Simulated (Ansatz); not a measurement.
The starting structures come from a database of crystals and need not be the phases stable at ambient conditions.

```
CdNaVO4
1.0
    5.68292     0.00000     0.00000
   -2.28273     5.20430     0.00000
    0.00000     0.00000     6.87477
Na V Cd O
2 2 2 8
Direct
  0.50000   0.50000   0.50000
  0.50000   0.50000   0.00000
  0.13984   0.86016   0.25000
  0.86016   0.13984   0.75000
  0.82455   0.17545   0.25000
  0.17545   0.82455   0.75000
  0.19472   0.25328   0.75000
  0.80528   0.74672   0.25000
  0.25328   0.19472   0.25000
  0.74672   0.80528   0.75000
  0.75129   0.24871   0.95574
  0.24871   0.75129   0.04426
  0.24871   0.75129   0.45574
  0.75129   0.24871   0.54426
```

The cell is taken as given; by r2SCAN it stands under a pressure of -7.0 GPa.

Transport runs along the normal of the first two printed cell vectors.

The gap is the functional's own, uncorrected, and κ follows it; spin-orbit coupling is left out. Mid-gap means the computed energy nearest the middle.

**Question.** State the band gap and the smallest decay constant κ at mid-gap according to r2SCAN (Ansatz, a first-principles code).

**Answer.** Gap 2.99 eV on a 6×6×6 mesh; κ = 0.542 1/Å, at (0.167, 0.167) of the in-plane reciprocal vectors. At the zone centre the slowest state has κ = 0.55 1/Å.
